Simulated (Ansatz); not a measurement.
Ge₃N₄ (Fd-3m, No. 227, 14 atoms in the cell; start mp-476) was calculated with PBE in Ansatz (PAW).

Settings: plane-wave cutoff 500 eV, 8×8×8 k mesh, Fermi–Dirac smearing 0.05 eV, scalar-relativistic PAW data made under PBE.

Cell (relaxed at this level):

Ge₃N₄ is taken in the cubic space group Fd-3m, origin choice 1 (No. 227), Pearson symbol cF56. Conventional cell: a = 8.314 Å, b = 8.314 Å, c = 8.314 Å, α = 90.00°, β = 90.00°, γ = 90.00°. Ge1 on 16c is coordinated by 6 N at 2.012 Å (octahedral). Ge2 on 8b is coordinated by 4 N at 1.919 Å (tetrahedral). N on 32e sees 4 Ge at 1.919–2.012 Å. (Neighbours: up to the widest gap in distance over summed covalent radii, below 1.35, at either atom.)
(The calculation used a cell of 14 atoms; values per cell refer to that cell.)

Q: Give the computed band gap.

A: 
- band gap = 1.87 eV (on the SCF k mesh)

Note: the relaxation could not lower the start's symmetry, so the cell can be a saddle point above a distorted one.

Spin–orbit coupling is not included.

Static lattice: no zero-point or thermal effects.

A start named mp-… is a Materials Project structure, which need not be a measured phase.

Ansatz is a quantum-chemistry and plane-wave program.
